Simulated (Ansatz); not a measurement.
A self-consistent single point of LiMg₃ (Pmm2, 4 atoms in the cell) with Ansatz (a first-principles code).

Computed with PBEsol, default PAW files made with PBE (plane waves; Ansatz).

```yaml
crystal:
  lattice:
    - [3.22280, 0.00000, 0.00000]
    - [0.00000, 5.13419, 0.00000]
    - [0.00000, 0.00000, 5.50007]
  atoms:
    - { symbol: Li, position: [0.50000, 0.00000, 0.16779] }
    - { symbol: Mg, position: [0.00000, 0.00000, 0.66836] }
    - { symbol: Mg, position: [0.00000, 0.50000, 0.32960] }
    - { symbol: Mg, position: [0.50000, 0.50000, 0.83424] }
```

Reference input (self-consistent single point, DFT, PBEsol, plane waves, default PAW files made with PBE): basis.ecutwfc = 30.9 Ry; kpoints.mp_grid.grid = 10 7 6; hamiltonian.xc = pbesol; hamiltonian.pseudopotentials = {kind: paw} (the program's default PAW files); scf.occupations.method = methfessel_paxton; scf.occupations.width = 0.0037 Ry. This run's input differs from it in these lines:

Ansatz 0.2 input:
```diff
@@ -13,3 +13,3 @@
 kpoints:
-  mp_grid: { grid: [10, 7, 6] }
+  mp_grid: { grid: [11, 7, 7], shift: [0.5, 0.5, 0.5] }
 hamiltonian:
```

Output (repeated stretches shortened):

```
SCF iter   1: F=—  HF=-5939.249302 eV  |F-HF|=—  |Δ(HF+E_count)|=         —  Δρ=1.74e-3  dr2=1.69e-3  ethr=1.77e-3  ⟨swp⟩=5.8  Hψ=9005  notcnv=0
all-band conjugate gradients solve this SCF's bands
preconditioner: auto → Kerker (q_TF=auto, 2.304 Å⁻¹)
SCF iter   2: F=—  HF=-5939.246938 eV  |F-HF|=—  |Δ(HF+E_count)|=   2.36e-3  S|Δr|=    0.00e0  Δρ=8.35e-4  dr2=5.71e-4  ethr=5.12e-6  ⟨swp⟩=2.4  Hψ=4206  notcnv=0  defer=2
   [... lines left out ...]
SCF iter   5: F=—  HF=-5939.246569 eV  |F-HF|=—  |Δ(HF+E_count)|=   9.92e-6  S|Δr|=    0.00e0  Δρ=3.75e-5  dr2=1.05e-6  ethr=2.11e-8  ⟨swp⟩=2.0  Hψ=3246  notcnv=0  defer=2
SCF iter   6: F=—  HF=-5939.246568 eV  |F-HF|=—  |Δ(HF+E_count)|=   5.63e-7  S|Δr|=    0.00e0  Δρ=1.10e-5  dr2=1.04e-7  ethr=3.18e-9  ⟨swp⟩=2.0  Hψ=3585  notcnv=0  defer=2
SCF iter   7: F=-5939.246568 eV  HF=-5939.246568 eV  |F-HF|=2.61e-9  |Δ(HF+E_count)|=   4.93e-8  S|Δr|=    0.00e0  Δρ=1.45e-6  dr2=4.41e-9  ethr=3.03e-10  ⟨swp⟩=4.8  Hψ=6275  notcnv=0
SCF 1 converged in 7 iterations: F = -5939.246568 eV  dr2 = 4.41e-9
Stability not checked (fill_not_monotonic)
Free energy (F): -5939.246568 eV
Internal energy: -5939.246579 eV  (E = F + TS)
E sigma→0 (E₀):  -5939.246571 eV
Entropy (-TS):   0.000010 eV (0.003 meV/atom)
Fermi energy:    4.375699 eV
--- Forces (eV/Å), atoms counted from 1 ---
  atom   1  Li    -0.00000000     0.00000000     0.00905469
  atom   2  Mg    -0.00000000     0.00000000    -0.00955468
  atom   3  Mg     0.00000000    -0.00000000    -0.02434448
  atom   4  Mg    -0.00000000     0.00000000     0.02483952
--- Stress (GPa, compression-positive) ---
       -2.235693       0.000000       0.000000
        0.000000      -1.244170       0.000000
        0.000000       0.000000      -0.999309
  P = ⅓ Tr σ = -1.4931 GPa (-14.931 kbar)
  The stress holds the Pulay correction. Without it, at fixed plane waves, as pw.x and ABINIT print it: P = -1.4956 GPa
```

The run converged in 7 iterations. Against the reference run the free energy goes down by 1.2 meV/atom, the pressure stays near -1.49 GPa while the xx stress (positive for compression) goes from -1.57 to -2.24 GPa and the largest force goes from 0.037 to 0.025 eV/Å.

The starting cell comes from a database of computed structures (which also holds hypothetical and non-ambient phases and stackings), without a prior relaxation at this level. Its lattice was rescaled by a random factor within 2.5 % of one. Ansatz's pressure includes its estimate of the finite-basis (Pulay) stress.
